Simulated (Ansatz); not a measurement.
```
CELL_PARAMETERS angstrom
      0.00000    -4.71344    -4.32069
      0.00000     4.70952    -4.31640
      5.44654     0.00196     4.31854
ATOMIC_POSITIONS crystal
  Ru 0.58367 0.41929 0.24827
  Ru 0.21166 0.54203 0.00169
  Ir 0.70501 0.04156 0.99801
  Ru 0.33509 0.16835 0.75154
  Ru 0.45695 0.79003 0.49823
  Ir 0.96000 0.29368 0.50208
  Ir 0.08311 0.91406 0.25194
  Ir 0.83146 0.66546 0.74824
  Ir 0.54208 0.20840 0.50208
  Ir 0.16883 0.33788 0.25194
  Ru 0.66460 0.82899 0.24827
  Ir 0.29300 0.95645 0.99801
  Ru 0.41645 0.58319 0.75154
  Ir 0.91678 0.08278 0.74824
  Ru 0.04127 0.70820 0.49823
  Ru 0.79004 0.45967 0.00169
```

The mixing enthalpy is taken against the end members in the hexagonal close-packed type (which need not be the stable form of Ru and Ir), relaxed in the same cell and mesh.

The numbers are results of r2SCAN (plane waves to 500 eV, PAW; Ansatz, an electronic-structure program), not measurements. Scalar-relativistic, without spin–orbit coupling; the runs are not spin-polarised. Its k-point mesh 6×6×6, Fermi–Dirac width 0.05 eV.

### Question
Give the composition and order of this alloy cell, and its volume, bond lengths and mixing enthalpy.

### Answer
A 16-atom cell of (Ru,Ir) started in the hexagonal close-packed structure, site fractions Ru 0.500, Ir 0.500, short-range order 0.00 in the first shell of the mixed sites (0 is random, a negative value favours unlike neighbours), space group C2 at the end.
volume per atom: 13.85 Å³
Ir–Ru bonds: 2.696 Å on average, from 2.635 to 2.745 (48)
Ru–Ru bonds: 2.684 Å on average, from 2.623 to 2.731 (24)
Ir–Ir bonds: 2.709 Å on average, from 2.643 to 2.755 (24)
mixing enthalpy per site of the mixed sublattice: -79 meV
departure of the mean lattice parameter from Vegard's line: under 0.15 %, inside the noise of the relaxations
